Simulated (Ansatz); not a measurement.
MgB2 (space group P6/mmm, No. 191)

```yaml
crystal:
  lattice:
    - [3.07427, 0.00000, 0.00000]
    - [-1.53713, 2.66239, 0.00000]
    - [0.00000, 0.00000, 3.52750]
  atoms:
    - { symbol: Mg, position: [0.00000, 0.00000, 0.00000] }
    - { symbol: B, position: [0.66667, 0.33333, 0.50000] }
    - { symbol: B, position: [0.33333, 0.66667, 0.50000] }
```

Calculations: PBE/PAW in Ansatz (an electronic-structure program), no spin-orbit coupling. Settings: 17×17×13 k-points, 0.05 eV Fermi–Dirac smearing.

The volume per atom comes out as 9.62 Å³, the density is 2.64 g/cm³ and the band gap comes out as zero. The total energy is -745.341 eV/atom (σ→0; compares only within this code and set-up).

No phonon test of stability was made. All final runs are without spin polarisation.
